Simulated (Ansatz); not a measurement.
Given:

```yaml
crystal:
  lattice:
    - [0.00000, 2.17665, 2.18441]
    - [2.17665, 0.00000, 2.18441]
    - [2.17665, 2.17665, 0.00000]
  atoms:
    - { symbol: C, position: [0.25000, 0.25000, 0.25000] }
    - { symbol: Si, position: [0.00000, 0.00000, 0.00000] }
```

No spin polarisation.

All numbers come from r2SCAN (Ansatz, a program for electronic structure; PAW; 500 eV plane waves; no SOC). k-mesh 13×13×13 (Γ-centred); smearing 0.05 eV (Fermi–Dirac).

What is the computed electron mass?

0.64 mₑ along k, 0.23 mₑ across (at X).

What smallest direct gap does the calculation give?

5.04 eV.

Estimate the band gap.

1.69 eV.

What space group does the calculation give?

I-4m2 (No. 119).

Load acts through the strain it causes; cell and atoms are relaxed under it. Effective masses come from finite differences of ±0.01 Å⁻¹. Along k means along the line from Γ to the band edge. Stability under load was not tested beyond the relaxation. The cell was made from SiC in the zinc blende structure (space group F-43m, No. 216) by this change: uniaxial stress, 1 GPa tension along z.
